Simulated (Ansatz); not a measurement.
## SiC, pressure series

Start from SiC (space group P6_3mc, No. 186; a = 3.094 Å, c = 10.129 Å).

Cell and atoms are relaxed at each pressure.

Level of theory: Ansatz (a program for electronic structure), PBE, PAW, cutoff 420 eV, without spin-orbit coupling.

| P (GPa) | V (Å³/atom) |
|---|---|
| -2.00 | 10.599 |
| -1.00 | 10.548 |
| 0.89 | 10.454 |
| 2.09 | 10.397 |
| 4.50 | 10.287 |
| 9.00 | 10.095 |
| 15.00 | 9.864 |
| 22.50 | 9.606 |
| 30.00 | 9.376 |

A third-order Birch–Murnaghan fit to these points gives V₀ = 10.50 Å³/atom, B₀ = 213 GPa and B₀′ = 3.9. At pressure 30 GPa the volume is 89.3 % of V₀.

Load acts through the strain it causes; cell and atoms are relaxed under it. No phonon test of stability was made. Competing high-pressure phases were not computed.
